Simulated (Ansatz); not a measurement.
**A computed series for GaN: response to strain**

Base system: GaN in the zinc blende structure (space group F-43m, No. 216; a = 4.498 Å). Axes: x, y, z lie along the cube axes.

Strains are applied to the cell and any free atomic positions relax.

All numbers come from Ansatz (a quantum-chemistry and plane-wave program), r2SCAN, PAW, cutoff 500 eV, no spin-orbit coupling.

Notes on the quantities. energy relative to the base: free energy F.

| uniaxial strain ε_zz (%) | energy relative to the base (meV/atom) |
|---|---|
| -3 | 9.2 |
| -2.5 | 6.4 |
| -2 | 4.1 |
| -1.5 | ? |
| -1 | 1.0 |
| -0.5 | 0.3 |
| 0 | 0.0 |

Q: Fit ΔE = Aε² + Bε³ (ε in %) to the rows shown and predict the withheld row.

A: Least squares on the printed values gives A = 1.03 and B = 0.0017 meV/atom (largest residual 0.0 meV/atom); this predicts 2.3 meV/atom, and the run gives 2.3 meV/atom, in agreement.

Stability against distortions was not tested. This is not the structure that GaN has at room temperature and ambient pressure.
